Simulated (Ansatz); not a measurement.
Faces of tetragonal indium in 1x1 cells, as slabs relaxed from ideal cuts; for each face the lowest of the symmetric, stoichiometric cuts and spin starts that were computed. The slabs keep the symmetry of their cuts; real faces may buckle, or reconstruct in larger cells. No spin-orbit coupling, no Hubbard U.

Computed with PBE (plane waves to 420 eV, PAW; Ansatz, a quantum-chemistry and plane-wave program).

```json
[
 {"face": "(001)", "cell area (Å²)": "11.08", "outermost plane spacing of the ideal cut (Å)": "2.48", "γ unrelaxed (J/m²)": "0.31", "γ relaxed (J/m²)": "0.31", "work function, top face (eV)": "3.85"},
 {"face": "(100)", "cell area (Å²)": "16.50", "outermost plane spacing of the ideal cut (Å)": "1.66", "γ unrelaxed (J/m²)": "0.39", "γ relaxed (J/m²)": "0.38", "work function, top face (eV)": "3.85"},
 {"face": "(101)", "cell area (Å²)": "9.94", "outermost plane spacing of the ideal cut (Å)": "2.76", "γ unrelaxed (J/m²)": "0.31", "γ relaxed (J/m²)": "0.31", "work function, top face (eV)": "3.85"},
 {"face": "(102)", "cell area (Å²)": "27.64", "outermost plane spacing of the ideal cut (Å)": "0.99", "γ unrelaxed (J/m²)": "0.36", "γ relaxed (J/m²)": "0.33", "work function, top face (eV)": "3.79"},
 {"face": "(110)", "cell area (Å²)": "11.67", "outermost plane spacing of the ideal cut (Å)": "2.35", "γ unrelaxed (J/m²)": "0.35", "γ relaxed (J/m²)": "0.34", "work function, top face (eV)": "3.87"},
 {"face": "(112)", "cell area (Å²)": "16.09", "outermost plane spacing of the ideal cut (Å)": "1.71", "γ unrelaxed (J/m²)": "0.39", "γ relaxed (J/m²)": "0.37", "work function, top face (eV)": "3.86"},
 {"face": "(201)", "cell area (Å²)": "34.82", "outermost plane spacing of the ideal cut (Å)": "0.79", "γ unrelaxed (J/m²)": "0.35", "γ relaxed (J/m²)": "0.33", "work function, top face (eV)": "___"},
 {"face": "(203)", "cell area (Å²)": "46.85", "outermost plane spacing of the ideal cut (Å)": "0.59", "γ unrelaxed (J/m²)": "0.34", "γ relaxed (J/m²)": "0.31", "work function, top face (eV)": "3.80"},
 {"face": "(211)", "cell area (Å²)": "19.26", "outermost plane spacing of the ideal cut (Å)": "1.43", "γ unrelaxed (J/m²)": "0.39", "γ relaxed (J/m²)": "0.35", "work function, top face (eV)": "3.89"}
]
```

Problem. Some entries are withheld; supply them.

Solution. 
- (201), work function, top face (eV): 3.78
